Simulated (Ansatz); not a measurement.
SiH2Cl2 on Si(111):H with two OH

Substrate model: Si(111) 1x1 surface, 6 top atoms, 3 bilayers, bottom bilayer H-capped and fixed, every top atom capped by H; cell 11.5 x 6.6 Å; two neighbouring H replaced by OH; about 7 Å thick over the host's atoms, 18 atoms held. Method: PBE-D3(BJ) (plane waves to 420 eV, PAW; Ansatz, a quantum-chemistry and plane-wave program). Sampling: 1x2x1 k points. The slab states were run without spin polarisation. Slab thickness, cell and mesh are as stated and are not converged limits. Electronic energies at 0 K: ends relaxed, saddle points by climbing-image NEB or a search from the band's top, no zero-point energy. The saddle order is not shown. The ends were relaxed from one prepared geometry each.

1. SiH2Cl2 exchanges a ligand with a surface O-H group and HCl forms: barrier 0.44 eV forward and 0.59 eV back, reaction energy -0.15 eV (the top comes from a saddle search started at the highest image of an unfinished band). The reagent first adsorbs with -0.37 eV.
2. SiH2Cl2 exchanges its H ligand with the surface O-H group: the path holds the step and a further gradual relaxation: its top lies 1.20 eV over the relaxed start, the energy is near +0.08 eV before the rise and -0.82 eV after the fall, and the fully relaxed end lies at -0.97 eV (the top comes from a saddle search, the energies along the path from an unfinished band). Moving H2 into the gas changes the energy by +0.09 eV.

A negative sign marks an exothermic change. Adsorption energies are against the free molecule and the surface state that the step starts from.
